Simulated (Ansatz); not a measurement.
## Response to strain in CdS

The reference is CdS in the wurtzite structure (space group P6_3mc, No. 186).

```
CdS
1.0
    4.12436     0.00000     0.00000
   -2.06218     3.57180     0.00000
    0.00000     0.00000     6.70817
Cd S
2 2
Cartesian
  0.00000   2.38120   0.00115
  2.06218   1.19060   3.35523
  0.00000   2.38120   2.52783
  2.06218   1.19060   5.88192
```

Cartesian axes are those of the cell as printed.

Strains are applied to the cell and any free atomic positions relax.

Level of theory: PBEsol (Ansatz, a first-principles code, PAW, no spin-orbit coupling).

Notes on the quantities. pressure: mean of the normal stresses, compression positive; energy relative to the base: free energy F.

```tsv
change	pressure	energy relative to the base	width of the top valence band
base	0.00 GPa	0 meV/atom	1.74 eV
uniaxial strain ε_zz = −3.00 %	1.97 GPa	+6.7 meV/atom	1.85 eV
uniaxial strain ε_zz = −2.40 %	[?]	+4.3 meV/atom	1.82 eV
uniaxial strain ε_zz = −1.80 %	1.15 GPa	+2.4 meV/atom	[?]
uniaxial strain ε_zz = −1.20 %	0.76 GPa	[?]	1.77 eV
uniaxial strain ε_zz = −0.60 %	0.38 GPa	+0.3 meV/atom	1.76 eV
```

**Question.** Some entries are withheld; estimate them.

**Answer.** 
- uniaxial strain ε_zz = −2.40 %, pressure: 1.55 GPa
- uniaxial strain ε_zz = −1.80 %, width of the top valence band: 1.79 eV
- uniaxial strain ε_zz = −1.20 %, energy relative to the base: +1.1 meV/atom

The levels and masses belong to the bands next to the band gap. Stability against distortions was not tested.
